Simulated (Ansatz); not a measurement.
The starting structures come from a database of crystals and need not be the phases stable at ambient conditions.

 Where the default PAW files enter, the runs use the earlier of Ansatz's two default sets.

Inside the gap of an insulator the Bloch states are evanescent, with a wavenumber k + iκ along the transport direction.

```
CELL_PARAMETERS angstrom
      4.49298     0.00000     0.00000
     -2.24649     3.89103     0.00000
      0.00000     0.00000     7.77006
ATOMIC_POSITIONS crystal
  Ba 0.00000 0.00000 0.00000
  Mg 0.66667 0.33333 0.37726
  Mg 0.33333 0.66667 0.62274
  As 0.66667 0.33333 0.72476
  As 0.33333 0.66667 0.27524
```

Space group of this cell: P-3m1. The cell is taken as given.

Transport runs along the normal of the first two printed cell vectors, the (001) plane of the conventional cell.

No gap correction and no spin-orbit coupling; mid-gap values are interpolated between computed energies.

Task: State the band gap and the smallest decay constant κ at mid-gap according to Ansatz (a quantum-chemistry and plane-wave program) with r2SCAN.

Result: Gap 1.44 eV on a 12×12×4 mesh; κ = 0.128 1/Å, at the zone centre.
